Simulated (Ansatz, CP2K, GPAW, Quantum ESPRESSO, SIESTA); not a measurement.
## One structure in several programs: Rb (Im-3m, 1 atom in the cell)

Self-consistent single point, at a second geometry (lattice scaled by 0.98). First geometry:

```yaml
crystal:
  lattice:
    - [-2.78262, 2.78262, 2.78262]
    - [2.78262, -2.78262, 2.78262]
    - [2.78262, 2.78262, -2.78262]
  atoms:
    - { symbol: Rb, position: [0.00000, 0.00000, 0.00000] }
```

Shared settings, as Ansatz (an electronic-structure program) writes them: kpoints.mp_grid.grid = 11 11 11; scf.occupations.method = gaussian; scf.occupations.width = 0.02 Ry. Potentials and cutoffs stand in the table.

```json
[
 {"code": "Ansatz", "model": "PBE, PAW files", "ΔF from the first geometry (meV/atom)": "9.0", "pressure (GPa)": "0.40", "cutoff": "30.9 Ry"},
 {"code": "CP2K", "model": "PBE, GPW, DZVP-MOLOPT-SR-GTH basis, GTH-PBE potentials (GTH_POTENTIALS)", "ΔF from the first geometry (meV/atom)": "11.2", "pressure (GPa)": "0.47", "cutoff": "grid 500 Ry"},
 {"code": "SIESTA", "model": "GGA PBE, numerical atomic orbitals DZP, PseudoDojo PBE standard norm-conserving potentials (rewritten from UPF to PSML)", "ΔF from the first geometry (meV/atom)": "17.0", "pressure (GPa)": "0.69", "cutoff": "grid 350 Ry"},
 {"code": "Quantum ESPRESSO", "model": "PBE, PSlibrary PAW (PBE) pseudopotentials", "ΔF from the first geometry (meV/atom)": "9.0", "pressure (GPa)": "0.40", "cutoff": "40 Ry"},
 {"code": "GPAW", "model": "PBE, GPAW PAW datasets PBE (gpaw-data 1.0.1)", "ΔF from the first geometry (meV/atom)": "9.0", "pressure (GPa)": "0.39", "cutoff": "600 eV"}
]
```

The spread over the programs that give each value: ΔF from the first geometry within 8.0 meV/atom; pressure within 0.30 GPa.

CP2K and SIESTA use small atom-centred bases, whose incompleteness enters pressures, forces and empty levels differently from a plane-wave cutoff. Ansatz's pressure is given at a fixed set of plane waves, as the other plane-wave codes print theirs.

The starting cell has typed, rounded lattice constants, without a prior relaxation at this level. Its lattice was rescaled by a random factor within 2.5 % of one. For this run, on top of that: lattice scaled by 0.98.

Left out of this page: ABINIT (with a known weakness of the program); Elk and FLEUR (not drawn, or without a comparable value).

Keys are those of Ansatz 0.2.
